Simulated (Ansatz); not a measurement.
Functionals compared on O on the 1x1 (10-10) surface of wurtzite GaN (cut with top plane Ga + N), one in a 2x1 cell, started at the site 'top Ga', in Ansatz (plane waves, PAW). The structure was relaxed with PBE; the other rows are single points on it, each with its references at the same level. Cutoff 420 eV (500 eV for r2SCAN). The points keep PBE's geometry, so the relaxation of a polaron and the settling of charge on one site are left out.

Host crystal: wurtzite GaN, with a band gap (PBE, scalar-relativistic without spin-orbit coupling).

Slab: 33 atoms, 9.3 Å thick at the start under the adsorbate (thin: gaps and levels are the slab's own); k 3x4x1, smearing 0.01 eV, dipole-corrected; 16 atoms held, the rest relaxed; symmetry of the start imposed; spin-polarised, ending with about 2.0 μB a cell; orders that need a larger cell were not tried, no spin-orbit, no U, no dispersion correction. It is one chosen start, not shown to be the lowest state of the adsorbate. These notes are the PBE run's. r2SCAN: The program's check for a lower electronic state was not made. Adsorption energies are against ½ O2(g). A negative adsorption energy means that the adsorbate is more stable on the surface than in its reference.

```
functional  adsorption energy (eV)  magnetic moment of the cell (μB)
----------  ----------------------  --------------------------------
PBE                           0.92                              2.00
RPBE                          0.93                              2.00
r2SCAN                        0.54                              2.00
```

Ansatz is a program for electronic structure.
